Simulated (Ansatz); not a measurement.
The starting structures come from a database of crystals and need not be the phases stable at ambient conditions.

The decay constant κ of evanescent states in the gap governs leakage through a thin film.

Data:

```
Bi2InClS4
1.0
    6.46635    -0.08664     0.01300
   -3.10066     7.71085     0.01042
    1.16723    -0.52662     3.69363
In Bi S Cl
1 2 4 1
Cartesian
  0.00000   0.00000   0.00000
  4.48411   1.68802   2.96121
  0.04881   5.40958   0.75584
  5.65062   2.30755   0.61212
 -1.11770   4.79005   3.10493
  2.26059   0.20550   1.38372
  2.27233   6.89209   2.33334
  2.26646   3.54880   1.85853
```

Space group of this cell: C2/m. The cell was relaxed by PBE-D3(BJ); by r2SCAN its mean pressure is 1.1 GPa.

Transport runs along the normal of the first two printed cell vectors.

The gap is the functional's own, uncorrected, and κ follows it; spin-orbit coupling is left out. Mid-gap values are interpolated between the computed energies.

Task: Give the band gap and the smallest decay constant κ at mid-gap that Ansatz (an electronic-structure program) with r2SCAN yields.

Result: Gap 1.92 eV on a 8×8×8 mesh; κ = 0.191 1/Å, at (0.167, 0.250) of the in-plane reciprocal vectors. At the zone centre, at the nearest computed energy, the slowest state has κ = 0.24 1/Å.
